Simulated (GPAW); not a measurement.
A user runs GPAW on CsSnI3 (Pm-3m, 5 atoms in the cell) and asks whether the run is sound. The aim is a self-consistent single point with DFT PBE, plane waves, GPAW PAW datasets PBE (gpaw-data 1.0.1).

Cell that was meant: a = 6.1819 Å, b = 6.1819 Å, c = 6.1819 Å, α = 90.00°, β = 90.00°, γ = 90.00°.

Part of the input:

```python
            nbands=-6,
            convergence={'density': 1e-05, 'energy': 1e-05, 'bands': -4},
            symmetry={'symmorphic': False, 'tolerance': 0.0005},
            charge=1,
            maxiter=120,
            txt='-')
```

Output, abridged:

```
Input parameters:
  charge: 1
  convergence: {bands: -4,
                density: 1e-05,
                energy: 1e-05}
  kpts: [3 3 3]
   [... lines left out ...]
   4 I      0.000000    0.000000    3.090940    ( 0.0000,  0.0000,  0.0000)

Unit cell:
           periodic     x           y           z      points  spacing
  1. axis:    yes    6.181879    0.000000    0.000000    35     0.1766
  2. axis:    yes    0.000000    6.181879    0.000000    35     0.1766
  3. axis:    yes    0.000000    0.000000    6.181879    35     0.1766

  Lengths:   6.181879   6.181879   6.181879
  Angles:   90.000000  90.000000  90.000000

Effective grid spacing dv^(1/3) = 0.1766
     iter     time        total  log10-change:
                         energy   eigst   dens
iter:   1 --:--:--   -16.649074   -0.25
iter:   2 --:--:--   -16.524461   -1.62  -1.24
iter:   3 --:--:--   -16.058016   -1.81  -1.29
iter:   4 --:--:--   -16.058331   -2.79  -1.72
iter:   5 --:--:--   -16.118338   -2.91  -1.80
   [... 2 lines left out ...]
iter:   8 --:--:--   -16.076096   -4.46  -2.05
iter:   9 --:--:--   -16.053494   -3.39  -1.96
iter:  10 --:--:--   -16.053187   -4.54  -2.95
iter:  11 --:--:--   -16.053005   -5.32  -2.82
iter:  12 --:--:--   -16.053115c  -5.84  -2.73
   [... lines left out ...]
iter:  18 --:--:--   -16.053954c  -7.13  -3.69
iter:  19 --:--:--   -16.053889c  -8.05c -3.75
iter:  20 --:--:--   -16.053884c  -7.81c -3.82
iter:  21 --:--:--   -16.053886c  -9.03c -3.91
iter:  22 --:--:--   -16.053893c  -7.56c -3.94
iter:  23 --:--:--   -16.053878c  -7.89c -4.13
iter:  24 --:--:--   -16.053876c  -8.14c -4.27
iter:  25 --:--:--   -16.053879c  -8.98c -4.36
iter:  26 --:--:--   -16.053882c  -9.25c -4.42
iter:  27 --:--:--   -16.053870c  -8.27c -4.55
iter:  28 --:--:--   -16.053871c  -9.61c -4.91
iter:  29 --:--:--   -16.053872c  -9.20c -5.05c
Converged after 29 iterations.

Dipole moment: (-0.000000, -0.000000, 0.000000) |e|*Ang

Energy contributions relative to reference atoms: (reference = -960433.156792)

Kinetic:        -17.737256
Potential:       +5.365907
External:        +0.000000
XC:              -3.582933
Entropy (-ST):   -0.023250
Local:           -0.087965
SIC:             +0.000000
--------------------------
Free energy:    -16.065497
Extrapolated:   -16.053872

Showing only first 2 kpts
 Kpt  Band  Eigenvalues  Occupancy
  0    19      1.14186    2.00000
  0    20      1.14186    2.00000
  0    21      1.14186    2.00000
  0    22      6.13700    0.00000

  1    19      1.05717    2.00000
  1    20      1.05717    2.00000
  1    21      1.18264    2.00000
  1    22      5.13826    0.00000

   [... lines left out ...]
Fermi level: 1.47600
No gap
   [... lines left out ...]
Forces in eV/Ang:
  0 Cs    0.00000    0.00000    0.00000
  1 Sn   -0.00000   -0.00000    0.00000
  2 I     0.00000   -0.00000   -0.00000
  3 I    -0.00000    0.00000   -0.00000
  4 I    -0.00000   -0.00000    0.00000

Stress tensor:
     0.036181     0.000000     0.000000
     0.000000     0.036181     0.000000
     0.000000     0.000000     0.036181
Stress (GPa, Voigt): [5.7968 5.7968 5.7968 0.     0.     0.    ]
```

**Question.** Can these results be used? Check the input.

**Answer.** The run is not sound. The fault is an unintended net charge. A charged periodic cell changes the electron count and is neutralised by a uniform background, so energy, forces and pressure belong to another system. To fix it, remove the charge. The run converged in 29 iterations without an error; against the sound input the pressure goes from 0.47 to -5.80 GPa.

The sound input it was made from differs as follows (other fixes are possible):
```diff
-            charge=1,
```

With that input, the run converged in 23 iterations: free energy E − TS (from the program's reference atoms) -14.3369 eV; pressure 0.47 GPa (DFT PBE, plane waves, GPAW PAW datasets PBE (gpaw-data 1.0.1)).

On the sound input: the starting cell comes from a database of computed structures (which also holds hypothetical and non-ambient phases and stackings), without a prior relaxation at this level. Its lattice was rescaled by a random factor within 2.5 % of one. Spin-orbit coupling is off. A gap is left out here, as mesh or smearing make it unsure.
